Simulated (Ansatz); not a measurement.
Consider C in the diamond structure (space group Fd-3m, No. 227; a = 3.572 Å).

Levels (all Ansatz, an electronic-structure program, PAW, earlier PAW set): PBE (420 eV, spin-orbit coupling left out); r2SCAN (500 eV, without spin-orbit coupling); HSE06 (420 eV, without spin-orbit coupling); PBE+SOC (420 eV, spin-orbit coupling included); HSE06+SOC (420 eV, with spin-orbit coupling).

One geometry, relaxed with PBE, under each level:

Notes on the quantities. hole mass: degenerate bands, along [100].

The valence-band top lists the three highest levels at Γ (Kramers pairs under SOC), from the VBM.

| level | band gap | lowest conduction level above the VBM at special points | valence-band top at Γ | electron mass | hole mass | pressure |
|---|---|---|---|---|---|---|
| PBE | 4.13 eV | X 4.76 eV; Γ 5.58 eV; U 5.67 eV; K 5.67 eV | 0.00, 0.00, 0.00 eV | 1.7 mₑ along k, 0.29 mₑ across (off the special points) | 0.30, 0.30, 0.51 mₑ (at Γ) | 0.00 GPa |
| r2SCAN | 4.34 eV | X 5.01 eV; Γ 5.87 eV; U 5.97 eV; K 5.97 eV | – | 1.6 mₑ along k, 0.27 mₑ across (off the special points) | 0.28, 0.28, 0.47 mₑ (at Γ) | -4.21 GPa |
| HSE06 | (withheld) | (withheld) | – | – | – | – |
| PBE+SOC | 4.12 eV | X 4.76 eV; Γ 5.57 eV; U 5.67 eV; K 5.67 eV | 0.00, 0.00, -0.01 eV | 1.7 mₑ along k, 0.29 mₑ across (off the special points) | 0.30, 0.41 mₑ (at Γ) | 0.00 GPa |
| HSE06+SOC | (withheld) | (withheld) | (withheld) | – | – | – |

Task: Give the withheld HSE06 and HSE06+SOC results.

Result: 
- HSE06, band gap: 5.28 eV
- HSE06, lowest conduction level above the VBM at special points: X 5.91 eV; Γ 6.96 eV; U 6.89 eV
- HSE06+SOC, band gap: 5.28 eV
- HSE06+SOC, lowest conduction level above the VBM at special points: X 5.90 eV; Γ 6.95 eV; U 6.88 eV
- HSE06+SOC, valence-band top at Γ: 0.00, 0.00, -0.01 eV

Single points use the geometry relaxed with PBE. Their cutoffs differ, which shifts pressures a little. The hybrid gap comes from the SCF mesh plus the semilocal run's edge points and a few special points and is an upper bound. Differences between runs with and without spin-orbit coupling are approximate. Effective masses come from finite differences of ±0.01 Å⁻¹. Along k means along the line from Γ to the band edge. Whether these cells are dynamically stable was not tested.
